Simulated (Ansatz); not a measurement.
# Effective masses and thermopower of MgO (Fm-3m)

Consider the following.

```
MgO
1.0
    0.00000     2.08659     2.08659
    2.08659     0.00000     2.08659
    2.08659     2.08659     0.00000
Mg O
1 1
Direct
  0.00000   0.00000   0.00000
  0.50000   0.50000   0.50000
```

These are PBEsol, rigid bands (plane waves, PAW, scalar-relativistic; Ansatz, an electronic-structure program) values and carry that method's errors. Condition of this run: hydrostatic pressure 5 GPa (the target of the relaxation). Cell: cell and atoms relaxed with PBEsol, then loaded as said.

```yaml
band_gap: 4.91 eV
electron conductivity mass (300 K, dilute): 0.36 mₑ
hole conductivity mass (300 K, dilute): 2.2 mₑ
effective density of states N_c (300 K): 5.5e18 cm⁻³
effective density of states N_v (300 K): 2.9e20 cm⁻³
density_of_states_mass_electrons: 0.36 mₑ
density_of_states_mass_holes: 5.1 mₑ
Seebeck coefficient, n-type 1e19 cm⁻³, 300 K: -175 μV/K
best n-type power factor at 300 K for τ = 10 fs (best axis; densities from 1e16 to 1e21 cm⁻³ tried, whether or not they can be reached): 2.4 μW/(cm·K²) at 3e19 cm⁻³
Seebeck coefficient, p-type 1e19 cm⁻³, 300 K: 504 μV/K
```

Rigid bands; masses and Seebeck coefficients take one relaxation time τ for all states and one kind of carrier; polarons and phonon drag are left out. Spin-orbit coupling is left out.
